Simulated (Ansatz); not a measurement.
L1₀ (CuAu-type) FePt, treated with r²SCAN0 (Ansatz, a program for electronic structure, PAW).

Run with plane-wave cutoff 520 eV, 10×10×8 k mesh (along the axes of the cell as run), Fermi–Dirac smearing 0.05 eV, spin-polarised with parallel moments, scalar-relativistic PAW data made under PBE.

Computed at the level's own relaxed cell.

### Question
Estimate the lattice constant a (two-atom tetragonal cell), c axis length (two-atom tetragonal cell) and magnetic moment (largest site, within a sphere) that the calculation returns.

### Answer

- lattice constant a (two-atom tetragonal cell) = 2.750 Å
- c axis length (two-atom tetragonal cell) = 3.723 Å
- magnetic moment (largest site, within a sphere) = 3.61 μB

Measured, for comparison: lattice constant a 2.727 Å (room temperature, not corrected to a static lattice, P4/mmm two-atom cell, a_fct/√2; as tabulated in Sawada et al. (2023), arXiv:2212.12065); lattice parameter c 3.726 Å (room temperature, not corrected to a static lattice, 0.1 GPa; as tabulated in Sawada et al. (2023), arXiv:2212.12065). Computed (rounded) less measured: lattice constant a +0.8 %, lattice parameter c -0.1 %.

Moments are spin moments.

Spin–orbit coupling is not included.

Computed values are for the static lattice.

It cost roughly 4 core-hours of CPU time.
